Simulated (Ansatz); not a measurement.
# fcc Pb (0 0 1) on diamond (0 0 1) (film strained to the substrate, started from cuts of the bulks and a machine-learned relaxation; slabs C32 and Pb4, which can lie off the formulas)

A periodic stack without vacuum, fcc Pb (0 0 1) on diamond (0 0 1) (film strained to the substrate, started from cuts of the bulks and a machine-learned relaxation; slabs C32 and Pb4, which can lie off the formulas): substrate slab C32, film Pb4, surface cells [[0, -1], [2, 1]] and [[1, 0], [1, 1]], film strained by +0.2 and +0.2 %, outermost planes C/C and Pb/Pb as cut, which need not be the usual terminations and can put a slab off its formula.

The start was prepared with a machine-learned potential, and the result is one local minimum, with the in-plane cell held and forces under 0.04 eV/Å; the film can end far from its bulk form.

Computed with PBE (plane waves to 420 eV, PAW; Ansatz, an electronic-structure program). Scalar-relativistic, without spin–orbit coupling; the runs are not spin-polarised. Its k-point mesh 9×9×1, Fermi–Dirac width 0.05 eV.

interface area: 12.8 Å²
period: 24.65 Å
heights between the nearest atoms of the two slabs at the two interfaces: 1.89 and 1.89 Å
C–Pb contacts across the interfaces within 1.22 times the sum of covalent radii: 4, mean 2.53 Å
hole barrier (PBE): 0.20 eV
electron barrier (PBE): 3.93 eV

```
CELL_PARAMETERS angstrom
      3.57144    -0.00024     0.02991
     -0.00031     3.57092     0.06824
      0.50756     1.96623    24.70144
ATOMIC_POSITIONS crystal
  C  0.01232 0.03323 0.07200
  C  0.51241 0.53313 0.07200
  C  0.35124 0.22303 0.03942
  C  0.68649 0.88777 0.03942
  C  0.49778 0.98353 0.14458
  C  0.99746 0.48239 0.14627
  C  0.76703 0.26989 0.10913
  C  0.24272 0.74560 0.10913
  C  0.98312 0.93347 0.21787
  C  0.48316 0.43351 0.21787
  C  0.24153 0.20707 0.18164
  C  0.73923 0.70937 0.18164
  C  0.46865 0.88411 0.29028
  C  0.96872 0.38398 0.29035
  C  0.72635 0.15920 0.25409
  C  0.22548 0.65833 0.25409
  C  0.95379 0.83417 0.36275
  C  0.45466 0.33505 0.36275
  C  0.21149 0.10927 0.32657
  C  0.71143 0.60940 0.32650
  C  0.43861 0.78630 0.43520
  C  0.94091 0.28401 0.43520
  C  0.69702 0.05990 0.39898
  C  0.19698 0.55987 0.39898
  C  0.91312 0.72345 0.50771
  C  0.43743 0.24775 0.50771
  C  0.18236 0.00983 0.47226
  C  0.68267 0.51097 0.47057
  C  0.32898 0.77023 0.57743
  C  0.99369 0.10554 0.57742
  C  0.66783 0.96010 0.54485
  C  0.16773 0.46021 0.54485
  Pb 0.09665 0.77540 0.76049
  Pb 0.63610 0.37447 0.65429
  Pb 0.04332 0.61764 0.96256
  Pb 0.58293 0.21245 0.85650
```
